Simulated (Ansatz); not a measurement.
# Ge (model structure, I-43m, No. 217, 23 atoms in the cell)

All values below come from LDA (plane waves, PAW; Ansatz, a quantum-chemistry and plane-wave program).

Run with plane-wave cutoff 520 eV, 6×6×6 k mesh, Fermi–Dirac smearing 0.01 eV, scalar-relativistic PAW data made under PBE.

Cell (relaxed with PBEsol):

```
Ge
1.0
   -5.23945     5.23945     5.23945
    5.23945    -5.23945     5.23945
    5.23945     5.23945    -5.23945
Ge
23
Direct
  0.00000   0.00000   0.00000
  0.27082   0.27082   0.27082
  0.00000   0.00000   0.72918
  0.00000   0.72918   0.00000
  0.72918   0.00000   0.00000
  0.50000   0.25000   0.75000
  0.50000   0.75000   0.25000
  0.75000   0.50000   0.25000
  0.25000   0.50000   0.75000
  0.25000   0.75000   0.50000
  0.75000   0.25000   0.50000
  0.44051   0.44051   0.16906
  0.27145   0.27145   0.83094
  0.72855   0.55949   0.00000
  0.55949   0.72855   0.00000
  0.16906   0.44051   0.44051
  0.83094   0.27145   0.27145
  0.00000   0.72855   0.55949
  0.00000   0.55949   0.72855
  0.44051   0.16906   0.44051
  0.27145   0.83094   0.27145
  0.55949   0.00000   0.72855
  0.72855   0.00000   0.55949
```

| Item | Value |
|---|---|
| band gap | 0.88 eV (indirect) |
| smallest direct gap on the k points sampled | 0.99 eV |
| direct gap at Γ | 1.48 eV |

Note: the relaxation could raise the start's symmetry but not lower it, so the cell can be a saddle point; cell and atoms aren't relaxed at this level (largest force component 0.02 eV/Å, pressure -1.7 GPa).

Spin–orbit coupling is not included.

Computed values are for the static lattice.

A model structure was made by putting elements into a prototype or built by hand; it is no filed structure, need not be a known phase, and can be a saddle point held by its symmetry.
